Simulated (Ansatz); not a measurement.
Cubic perovskite BaHfO3, treated with PBEsol+SOC (Ansatz, a program for electronic structure, PAW).

Input file:

Ansatz 0.2 input:
```yaml
crystal:
  lattice:
    - [4.0714958948, 0.0, 0.0]
    - [0.0, 4.0714958948, 0.0]
    - [0.0, 0.0, 4.0714958948]
  atoms:
    - { symbol: Ba, position: [0.0, 0.0, 0.0] }
    - { symbol: Hf, position: [0.5, 0.5, 0.5] }
    - { symbol: O, position: [0.5, 0.0, 0.5] }
    - { symbol: O, position: [0.0, 0.5, 0.5] }
    - { symbol: O, position: [0.5, 0.5, 0.0] }
basis:
  ecutwfc: 520
  ecutrho_ratio: 4
  xc_grid: 2
kpoints:
  mp_grid: { grid: [8, 8, 8] }
hamiltonian:
  xc: pbesol
  dispersion: none
  pseudopotentials: { kind: paw }
scf:
  occupations: { method: fermi_dirac, width: 0.01 }
  convergence: { dr2_threshold: 0.0000000005 }
output:
  forces: true
  stress: true
  eigenvalues: true
magnetization:
  noncollinear: true
  spin_orbit: true
```

**Question.** How many irreducible k-points, plane waves at Γ does the program set up, and what pressure does the run end with?

**Answer.** 35 irreducible k-points, 1839 plane waves at Γ; P = 12.03 GPa, so the cell is compressed on average and its volume would grow at this level.

The run printed, among other lines:

```
Crystal: 5 atoms, lattice volume = 67.494 Å³
Basis set: ecut = 520 eV, 1839 PW (Γ), exchange–correlation on 64×64×64 points (8 copies of the dense FFT grid, shifted against one another)
Bands: 66, of which v1, the nominal top of the filled ones, is band 54 counted from 1 (53 counted from 0)
Symmetry: 48 space group operations + 48 with time reversal
k-points: 35 of 512
Initial density: superposition of atomic densities (chi_scale 0.1, normalization cell, long waves kept (reshape's long-wave potential 0.00 eV rms))
Functional: x = pbesol(κ = 0.804, μ = 0.12345679012345678), c = pbesol(β = 0.046)
spin=Noncollinear: Resta preconditioning applied to the charge; magnetization (m_x, m_y, m_z) channels mix plain (no charge-response kernel on spin).
SCF 1 converged in 10 iterations: F = -23175.363955 eV  dr2 = 4.39e-10
SCF converged after 10 iterations
Free energy (F): -23175.363955 eV
Internal energy: -23175.363955 eV  (E = F + TS)
E sigma→0 (E₀):  -23175.363955 eV
Fermi energy:    14.425744 eV
--- Forces (eV/Å), atoms counted from 1 ---
  atom   1  Ba    -0.00000000    -0.00000000    -0.00000000
  atom   2  Hf     0.00000000    -0.00000000     0.00000000
  atom   3  O      0.00000000    -0.00000000     0.00000000
  atom   4  O      0.00000000     0.00000000     0.00000000
  atom   5  O      0.00000000     0.00000000     0.00000000
--- Stress (GPa, compression-positive) ---
       12.025158       0.000000       0.000000
        0.000000      12.025158       0.000000
       -0.000000       0.000000      12.025158
  P = ⅓ Tr σ = 12.0252 GPa (120.252 kbar)
```

The cell is one volume of an energy–volume scan, off the minimum.

The PAW data were made under PBE.

It cost about 50 core-seconds (a rough figure) of CPU time.
